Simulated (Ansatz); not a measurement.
Consider the following.

```
CELL_PARAMETERS angstrom
      4.04119     0.00000     0.00000
      0.00000     4.04119     0.00000
      0.00000     0.00000    18.22537
ATOMIC_POSITIONS crystal
  Sn 0.50000 0.00000 0.56075
  Sn 0.00000 0.50000 0.43925
  O  0.00000 0.00000 0.50000
  O  0.50000 0.50000 0.50000
```

Calculation: PBE with spin-orbit coupling, rigid bands (plane waves, PAW; Ansatz, a first-principles code). Condition of this run: biaxial strain +5 % with spin-orbit coupling. Cell: cell and atoms relaxed with PBE, then loaded as said.

Question: What conductivity effective mass do dilute electrons have at 300 K?

Answer: 0.47 mₑ.

Question: What conductivity effective mass do dilute holes have at 300 K?

Answer: 7.0 mₑ.

Question: And the band gap?

Answer: 2.32 eV at this level; semilocal functionals usually fall short of the measured gap.

Rigid bands, one relaxation time for all states, no polarons.
